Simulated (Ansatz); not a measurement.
By PBEsol, the system below comes out a metal.

Here is the system:

```
CELL_PARAMETERS angstrom
      3.23546     0.00000     0.00000
     -1.61773     2.80199     0.00000
      0.00000     0.00000     5.14120
ATOMIC_POSITIONS crystal
  Mg 0.33333 0.66667 0.25000
  Mg 0.66667 0.33333 0.75000
```

Space group of this cell: P6_3/mmc, hcp (Mg type). The cell is strained (lengths across the current scaled by 1.02, ions clamped); by PBEsol its mean pressure is -1.2 GPa.

The current flows along the normal of the first two printed cell vectors, the (001) (indices of the unstrained crystal) plane of the conventional cell. No spin-orbit coupling; the value is a mean over 0.1 eV about the Fermi level.

**Question.** Compute, with PBEsol in Ansatz (a quantum-chemistry and plane-wave program), the ballistic conductance per area.

**Answer.** 0.79 × 10¹⁵ S/m² for both spins.
